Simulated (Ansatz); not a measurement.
Defect: interstitial O in rock-salt CaO, charge state -2. The step: several atoms move together, O the farthest; the atom moves 2.42 Å along (0.00, 0.00, -0.50) of the unit cell; the moving atom starts with neighbours 4 Ca at 2.08; 4 O at 2.55 Å and ends with 4 Ca at 2.08; 4 O at 2.55 Å. A PBE band in Ansatz (plane-wave PAW, the Γ point alone, 64 host sites, 27 SCF runs with any check of the saddle's order, static, no finite-size correction) gives a forward barrier of 1.16 eV. The saddle point's order was not checked, and it lies on a symmetry element of the cell, where a band can be held. The charge state is imposed; whether it is stable for some Fermi level was not computed. Sites that were not tried may lie lower.

Single points at the band's start and saddle point can refine it. Rough cost of one point, in units of the band's mean SCF on the same machine:

```json
[
 {"Level": "PBE, a 2×2×2 k-point mesh shifted by half a step", "Cost of one point": "about 9"},
 {"Level": "r2SCAN at 500 eV, the Γ point alone", "Cost of one point": "about 3"}
]
```

### Question
Which of these move the barrier by more than 0.1 eV, and how far does each move it?

### Answer
Not one does. PBE, a 2×2×2 k-point mesh shifted by half a step: +0.08 eV; r2SCAN at 500 eV, the Γ point alone: +0.04 eV. Each functional is compared with PBE at the same k-points.

Ansatz is an electronic-structure program.
